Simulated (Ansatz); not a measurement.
Take BN in the rock salt structure (space group Fm-3m, No. 225; a = 3.483 Å; a hypothetical phase, not in the database extracts checked) as the base.

Modification: an isotropic linear strain of +2.47 %, atoms relaxed at fixed cell.

Levels (all Ansatz, a program for electronic structure, PAW): PBEsol (420 eV, without spin-orbit coupling); r2SCAN (500 eV, spin-orbit coupling left out).

The geometry is relaxed with PBEsol.

- PBEsol lowest conduction level above the VBM at special points: X 0.76 eV; U 2.84 eV; K 2.84 eV; L 4.97 eV
- PBEsol pressure: -25.34 GPa
- PBEsol width of the top valence band: 6.77 eV

### Question
How does going to r2SCAN change the lowest conduction level above the VBM at special points, pressure and width of the top valence band?

### Answer
The lowest conduction level above the VBM at special points becomes X 0.84 eV; U 3.17 eV; K 3.17 eV; L 5.61 eV (PBEsol: X 0.76 eV; U 2.84 eV; K 2.84 eV; L 4.97 eV); the pressure grows by 2.48 GPa to -22.86 GPa; the width of the top valence band rises by 0.30 eV (6.77 eV → 7.07 eV).

Single points use the geometry relaxed with PBEsol. Their cutoffs differ, which shifts pressures a little. The levels and masses belong to the bands next to the band gap. No phonon test of stability was made.
